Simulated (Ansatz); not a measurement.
# Worked example: self-consistent single point of Ta (P6_3/mmc, 4 atoms in the cell) in Ansatz

Computed with LDA (PW92), default PAW files made with PBE (plane waves; Ansatz, a first-principles code).

This input was run:

Ansatz 0.2 input:
```yaml
# Ta
crystal:
  lattice:
    - [2.963612, 0.000000, 0.000000]
    - [-1.481806, 2.566563, 0.000000]
    - [0.000000, 0.000000, 9.535440]
  atoms:
    - { symbol: Ta, position: [0.000000, 0.000000, 0.000000] }
    - { symbol: Ta, position: [0.000000, 0.000000, 0.500000] }
    - { symbol: Ta, position: [0.333333, 0.666667, 0.250000] }
    - { symbol: Ta, position: [0.666667, 0.333333, 0.750000] }
basis:
  ecutwfc: 420.0
kpoints:
  mp_grid:
    grid: [9, 9, 3]
hamiltonian:
  xc: lda
  pseudopotentials:
    kind: paw
scf:
  occupations:
    method: gaussian
    width: 0.1
output:
  forces: true
  eigenvalues: true
  stress: true
```

Log, with long lists cut:

```
WARN the atoms were moved onto the symmetric positions of the space group found under crystal.symmetry.tolerance 1.0e-5 (fractional …
WARN ansatz: RAYON_NUM_THREADS=1 ignored (pool sized by the plan → 1); use --threads N
Pseudopotentials: kind: paw
Pseudopotential: Ta, paw, valence charge 13
Crystal: 4 atoms, lattice volume = 72.529 Å³
Basis set: ecut = 420 eV, 1387 PW (Γ)
Bands: 32, of which v1, the nominal top of the filled ones, is band 26 counted from 1 (25 counted from 0)
Symmetry: 24 space group operations
Space group: P63/mmc (ITA 194), of the structure as read, at distance tolerance 4.2e-5 Å
k-points: 24 of 243
PAW frozen core: Ta, regenerated for the run's functional, and the local potential with it
Initial density: superposition of atomic densities (neutral atoms: chi_scale 0, normalization atom), corrected by the library's trained network
Initial wavefunctions: pseudopotential atomic-orbital guess
Eigensolver: davidson
Functional: x = slater, c = lda
SCF iter   1: F=—  HF=-38729.210202 eV  |F-HF|=—  |Δ(HF+E_count)|=         —  Δρ=7.73e-3  dr2=7.23e-2  ethr=1.77e-3  ⟨swp⟩=4.2  Hψ=2985  notcnv=0
all-band conjugate gradients solve this SCF's bands
preconditioner: auto → Kerker (q_TF=auto, 2.581 Å⁻¹)
SCF iter   2: F=—  HF=-38729.201261 eV  |F-HF|=—  |Δ(HF+E_count)|=   8.94e-3  Δρ=4.43e-3  dr2=2.02e-2  ethr=1.39e-4  ⟨swp⟩=1.0  Hψ=960  notcnv=0
SCF iter   3: F=—  HF=-38729.197299 eV  |F-HF|=—  |Δ(HF+E_count)|=   3.96e-3  Δρ=6.49e-4  dr2=3.20e-4  ethr=3.88e-5  ⟨swp⟩=2.0  Hψ=883  notcnv=0
SCF iter   4: F=—  HF=-38729.197179 eV  |F-HF|=—  |Δ(HF+E_count)|=   1.20e-4  Δρ=9.27e-5  dr2=4.04e-6  ethr=6.15e-7  ⟨swp⟩=2.0  Hψ=983  notcnv=0
SCF iter   5: F=—  HF=-38729.197179 eV  |F-HF|=—  |Δ(HF+E_count)|=   3.78e-7  Δρ=2.34e-5  dr2=3.21e-7  ethr=7.78e-9  ⟨swp⟩=2.5  Hψ=1053  notcnv=0
SCF iter   6: F=-38729.197179 eV  HF=-38729.197179 eV  |F-HF|=2.53e-9  |Δ(HF+E_count)|=   6.72e-8  Δρ=2.85e-6  dr2=5.53e-9  ethr=1.92e-10  ⟨swp⟩=7.2  Hψ=2873  notcnv=0
SCF 1 converged in 6 iterations: F = -38729.197179 eV  dr2 = 5.53e-9
SCF converged after 6 iterations
Free energy (F): -38729.197179 eV
Harris-Foulkes:  -38729.197179 eV  (|F-HF|=2.53e-9)
Internal energy: -38729.177881 eV  (E = F + TS)
E sigma→0 (E₀):  -38729.187530 eV
Entropy (-TS):   -0.019298 eV (-4.825 meV/atom)
Fermi energy:    18.605841 eV
--- Per-component energies (eV) ---
  E_band       = -436.592217
  E_kinetic    = 1465.231133
  E_local      = -2232.633162  (includes V_loc(G=0)·N_el)
  E_nonlocal   = 81.703632
  E_hartree    = 768.121419
  E_xc         = -866.915331
  E_vxc        = -815.741206  (∫ρ·V_xc dr)
  E_paw        = -32595.150866  (= ΣΔE_a)
  E_vpaw       = -471.396876  (= ΣTr[D̂ρ^β])
  E_aug_tail   = 0.000574  (compensation charges beyond the density's cutoff)
  E_ewald      = -5350.570892
  E_core_change = 1.035611  (= ΣΔE_core)
  E_smearing   = -0.019298  (= −TS)
  E_closure    = -0.000000  (closes the sum)
  Σ components = -38729.197179   (vs F -38729.197179, Δ=0.00e0)
--- Forces (eV/Å), atoms counted from 1 ---
  atom   1  Ta    -0.00000000     0.00000000    -0.00000000
   [... zero for the other atoms too ...]
  max |Σ_I F_I| component: 3.70e-17 eV/Å
--- Stress (GPa, compression-positive) ---
       -6.858571       0.000000      -0.000000
        0.000000      -6.858571      -0.000000
       -0.000000      -0.000000      -1.383223
  P = ⅓ Tr σ = -5.0335 GPa (-50.335 kbar)
  The stress holds the Pulay correction. Without it, at fixed plane waves, as pw.x and ABINIT print it: P = -5.0757 GPa
--- Band table (eV; the first three rows and the last of 24) ---
  k-point 0: bands = ["-48.9296", "-48.9034", "-48.8130", "-48.7864", "-16.0216", "-15.4844", "-15.4103", "-15.0663", "-15.0663", "-15.0177", "-15.0177", "-14.9287", "-14.9287", "-14.8786", "-14.8786", "-14.8269", "10.3075", "12.4845", "12.5062", [...]
  k-point 1: bands = ["-48.9240", "-48.9112", "-48.8051", "-48.7920", "-15.9473", "-15.7413", "-15.1418", "-15.0569", "-15.0569", "-15.0337", "-15.0337", "-14.9128", "-14.9123", "-14.9123", "-14.8884", "-14.8884", "10.6024", "11.4142", "13.3780", [...]
  k-point 2: bands = ["-48.9197", "-48.8958", "-48.8054", "-48.7810", "-15.9772", "-15.4997", "-15.4393", "-15.1670", "-15.0980", "-15.0750", "-15.0415", "-15.0083", "-14.9775", "-14.9525", "-14.8943", "-14.8454", "10.7546", "12.8831", "12.9026", [...]
  k-point 23: bands = ["-48.8299", "-48.8299", "-48.7393", "-48.7393", "-15.7755", "-15.7755", "-15.7407", "-15.6306", "-15.6306", "-15.6265", "-15.4623", "-15.4623", "-15.2300", "-15.1211", "-15.1211", "-15.1077", "15.5920", "15.5920", "15.9988", [...]
```

The run converged in 6 iterations.

The starting cell was generated: these elements placed on a structure prototype, without a prior relaxation; it need not be a known phase or ordering of this composition. Spin-orbit coupling is off. Spin polarisation is off. With a pressure of about -5 GPa the cell is away from its equilibrium volume at this level. Ansatz's pressure includes its estimate of the finite-basis (Pulay) stress.
